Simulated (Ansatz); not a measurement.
Terminations of the (111)B surface of zinc-blende ZnSe (Se plane on top), measured from the surface '2x2 with 2 H on 4 top atoms'. Atoms come from or go to: Al: fcc Al, Cl: ½ Cl2(g), F: ½ F2(g), H: ½ H2(g), Mg: hcp Mg, O: ½ O2(g), Se: trigonal Se, Zn: hcp Zn. ΔE is the energy of forming the row's surface from that one (negative: more stable at these reservoirs); the vacuum level's shift is aligned on the shared bottom. No zero-point or thermal terms. These are constructed structures in small cells; real faces may alloy, dewet or reconstruct in larger ones, and not all known structures of the face are among them. Slabs of about 14 Å with all that they carry, Fermi-Dirac smearing of 0.025 eV. Bottom of the slabs: H caps. Relaxed from the named starts with such symmetry as they have, on meshes of like density; energies extrapolated to zero smearing; no spin-orbit coupling, no U. Spin-polarised runs, if any, are marked in brackets, and their order is one that fits the cell; the others ran without spin. A dash marks a value that is undefined for that row (no clear gap, or no work function of a gapped slab) or was not read reliably on its mesh.

All values below come from PBE (plane waves to 420 eV, PAW; Ansatz, a first-principles code).

| surface | atoms added per 1x1 | ΔE per 1x1 (eV) | slab gap (eV) | shift of the vacuum level (eV) | work function (eV) |
|---|---|---|---|---|---|
| 2x2 Mg adatom at H3 | -0.5 H, +0.25 Mg | -0.24 | 1.23 | -0.50 | – |
| F on every top atom (like top atoms buckled by 0.6 Å) | +1 F, -0.5 H | -0.81 | – | 2.81 | – |
| 2x2 Al adatom at H3 [spin, 0.8 μB a cell] | +0.25 Al, -0.5 H | 0.12 | – | 0.24 | – |
| Se trimer, 2x2 (2 Se–Se bonds broke; like top atoms buckled by 0.6 Å) | -0.5 H, +0.75 Se | 0.53 | – | 0.01 | 4.90 |
| relaxed from the ideal Se-terminated 1x1 | -0.5 H | 0.46 | – | 1.47 | 6.58 |
| 2x2 Zn adatom at H3 | -0.5 H, +0.25 Zn | 0.07 | 0.70 | 0.15 | – |
| 2x2 O adatom at T4 (2 Se–Se bonds formed; 1 Se–Zn bonds broke) | -0.5 H, +0.25 O | 0.49 | 1.21 | 1.45 | – |
| 2x2 with 2 Cl on 4 top atoms | +0.5 Cl, -0.5 H | -0.10 | … | 0.97 | – |
| H on every top atom (like top atoms buckled by 0.8 Å) | +0.5 H | 1.06 | – | -0.69 | 2.78 |
| 2x2 with 2 H on 4 top atoms | none | 0.00 | 1.70 | 0.00 | – |
| 2x2 with 3 H on 4 top atoms [spin start, no net moment] | +0.25 H | 0.49 | – | -1.04 | 2.17 |
| 2x2 Se adatom at H3 | -0.5 H, +0.25 Se | … | 0.39 | 0.50 | – |

Problem. Complete the blanks.

Solution. 
- 2x2 with 2 Cl on 4 top atoms, slab gap (eV): 1.43
- 2x2 Se adatom at H3, ΔE per 1x1 (eV): 0.54
